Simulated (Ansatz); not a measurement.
The starting structures come from a database of crystals and need not be the phases stable at ambient conditions.

 Where the default PAW files enter, the runs use the earlier of Ansatz's two default sets.

```xyz
12
Lattice="5.0691 0.0000 0.0000 -2.5345 4.3899 0.0000 0.0000 0.0000 8.5585" Properties=species:S:1:pos:R:3 pbc="T T T"
Si     2.5345     1.4633     8.0204
Si     0.0000     2.9266     3.7412
Si     2.5345     1.4633     4.8173
Si     0.0000     2.9266     0.5381
O      1.4668     2.5406     0.0000
O     -1.4668     2.5406     4.2792
O      2.1354     0.0000     0.0000
O      1.0677     1.8493     4.2792
O     -1.0677     1.8493     0.0000
O      2.9337     0.0000     4.2792
O      2.5345     1.4633     6.4189
O      0.0000     2.9266     2.1396
```

Space group of this cell: P6_322. The cell is taken as given; by PBEsol its mean pressure is 2.1 GPa.

Transport runs along the normal of the first two printed cell vectors, the (001) plane of the conventional cell.

The gap is the functional's own, uncorrected, and κ follows it; spin-orbit coupling is left out. Mid-gap values are interpolated between the computed energies.

**Question.** Give the band gap and the smallest decay constant κ at mid-gap that Ansatz (a quantum-chemistry and plane-wave program) with PBEsol yields.

**Answer.** Gap 5.60 eV on a 12×12×4 mesh; κ = 0.494 1/Å, at the zone centre.
